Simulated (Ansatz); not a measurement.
Reference: monolayer PtS2, PBE, rigid bands (plane waves, PAW, scalar-relativistic; Ansatz, a quantum-chemistry and plane-wave program); axes and stresses refer to this cell.

```
PtS2
1.0
    3.57527     0.00000     0.00000
   -1.78763     3.09627     0.00000
    0.00000     0.00000    18.79264
Pt S
1 2
Direct
  0.00000   0.00000   0.50000
  0.33333   0.66667   0.56536
  0.66667   0.33333   0.43464
```

The band gap is 1.76 eV. The electron conductivity mass is 0.42 mₑ and the hole conductivity mass is 1.17 mₑ.

Task: Change: biaxial strain +1 %. What happens to band gap, electron conductivity mass, hole conductivity mass?

Result: band gap falls to 1.70 eV; electron conductivity mass moves little, to 0.43 mₑ; hole conductivity mass shrinks to 1.03 mₑ.

Masses are for dilute carriers at 300 K, harmonic means over directions unless an axis is named. Spin-orbit coupling is left out unless a row names it; without it hole values are far off for these elements. The structure type is held under load, also where the real crystal would transform.

Model free-standing layer, not matched to a measured one here: monolayer PtS2.
